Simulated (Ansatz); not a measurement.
In3SbTe2 (start mp-1223976), treated with HSE06 (PAW; Ansatz, an electronic-structure program).

Settings: plane-wave cutoff 520 eV, 8×8×8 k mesh, Fermi–Dirac smearing 0.03 eV, scalar-relativistic PAW data made under PBE.

Starting structure:

```
CELL_PARAMETERS angstrom
     -2.23687     3.12602     6.51279
      2.23687    -3.12602     6.51279
      2.23687     3.12602    -6.51279
ATOMIC_POSITIONS crystal
  In 0.00000 0.00000 0.00000
  In 0.66096 0.66096 0.00000
  In 0.33904 0.33904 0.00000
  Sb 0.50000 0.00000 0.50000
  Te 0.17127 0.67127 0.50000
  Te 0.82873 0.32873 0.50000
```

Question: Into what structure does the relaxation of cell and atoms lead at this level, with the symmetry of the start kept?

Answer: The volume shrinks by 4.0 %; final space group Immm.
```
CELL_PARAMETERS angstrom
     -2.17467     3.06216     6.56671
      2.17467    -3.06216     6.56671
      2.17467     3.06216    -6.56671
ATOMIC_POSITIONS crystal
  In 0.00000 0.00000 0.00000
  In 0.65870 0.65870 0.00000
  In 0.34130 0.34130 0.00000
  Sb 0.50000 0.00000 0.50000
  Te 0.17292 0.67292 0.50000
  Te 0.82708 0.32708 0.50000
```

Note: the run warned that the count of filled bands differs between k points; the relaxation could not lower the start's symmetry, so the cell can be a saddle point above a distorted one.

A start named mp-… is a Materials Project structure, which need not be a measured phase.
